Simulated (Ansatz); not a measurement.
The structure below was relaxed with plane-wave PAW DFT at the PBEsol level (Ansatz, a first-principles code, 420 eV), spin-orbit coupling left out, earlier PAW set.

Space group F-43m (No. 216); a = b = c = 6.1331 Å, α = β = γ = 90.00°

| atom | site | symmetry | x | y | z |
|---|---|---|---|---|---|
| Se | 4d | -43m | 0.7500 | 0.7500 | 0.7500 |
| Hg | 4a | -43m | 0.0000 | 0.0000 | 0.0000 |

Task: Write out a cell with all atoms.

Result: 
```
HgSe
1.0
    6.13315     0.00000     0.00000
    0.00000     6.13315     0.00000
    0.00000     0.00000     6.13315
Se Hg
4 4
Cartesian
  1.53329   1.53329   4.59986
  1.53329   4.59986   1.53329
  4.59986   1.53329   1.53329
  4.59986   4.59986   4.59986
  0.00000   0.00000   0.00000
  0.00000   3.06657   3.06657
  3.06657   0.00000   3.06657
  3.06657   3.06657   0.00000
```
This is the conventional cell.

No phonon test of stability was made. The final runs are not spin-polarised. The cell was made from HgS by this change: S → Se.
